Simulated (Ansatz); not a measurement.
Worked calculations on one periodic cell of amorphous Si₂₄O₄₇S: Si24O47S, 72 atoms, volume 1095.0 Å³, made by a melt-quench on the CHGNet potential and relaxed with DFT. O atoms were pushed apart under 1.9 Å during the dynamics, to hinder bonds among them. It is a model cell: composition and starting density were chosen by hand, and all elements were melted together. Cycles of charging were run to anneal it. Level of theory: PBE, scalar-relativistic without spin-orbit coupling (plane waves to 420 eV, PAW; Ansatz, a quantum-chemistry and plane-wave program). Sampling: a 2×2×2 Γ-centred mesh; Fermi-Dirac width 0.01 eV; collinear spin, started from moments on atoms (the moments died out). Its volume was held where the quench left it, its shape was held as a cube, and it stands at a mean pressure of 0.5 GPa with stress components up to 2.9 GPa; the relaxation ran on the zone centre alone. Its density went from a set 2.21 to 2.21 g/cm³. The cell is small and was quenched far faster than a real film, so it is one sample of the glass.

Cut-offs for bonds: Si-Si 2.60 Å, Si-O 1.98 Å, Si-S 2.53 Å, O-O 1.58 Å, O-S 2.05 Å, S-S 2.46 Å. Two cations that share two anions don't count as bonded, nor two that share one unless they lie closer than Si-Si 2.38 Å, Si-S 2.31 Å, S-S 2.25 Å. Counted neighbours: Si: 24 with 4; O: 1 with 1, 45 with 2, 1 with 3; S: 1 with 2.

### Question
Set the mean coordination against the 8 − N rule, and count mechanical constraints (r/2 for stretching, 2r − 3 for bending at each atom with r ≥ 2) against the 3 degrees of freedom.

### Answer
The rule gives (24 × 4 + 47 × 2 + 1 × 2)/72 = 2.67; the cell has 192/72 = 2.67. Summing the constraints over the counted atoms gives 265.0/72 = 3.68 per atom, so by this count the network is rigid and over-constrained. The count takes every angle as intact, which overstates rigidity where angles are soft (at bridging oxygen, at over-coordinated atoms).

Four energies for a hole at PBE on the zone centre alone (charged cells in a uniform background, spin-polarised): neutral at the neutral geometry -42899.909 eV; charged at the neutral geometry -42902.568 eV; charged and relaxed -42903.185 eV; neutral at the charged geometry -42899.145 eV.

### Question
Find the two relaxation energies and their sum, the reorganisation energy.

### Answer
On charging: -42902.568 − (-42903.185) = 0.617 eV. On discharging: -42899.145 − (-42899.909) = 0.764 eV. The sum is 1.381 eV. The carrier's level spreads over 3 of the 72 atoms' worth, so it counts as localised, most on one O atom with neighbours Si 1.55 Å (neutral geometry). The values are uncorrected: the image energy of a point charge in this cell, 2.84 × 14.40 / (2 × 10.3) = 2.0 eV before screening, is screened by electrons alone at the fixed geometry and by ions too after relaxing, and the carrier can be spread before it relaxes, so each term can be off by up to that value times 1/ε∞, some tenths of an eV. PBE's self-interaction favours spread-out carriers, so a hybrid can localise more.
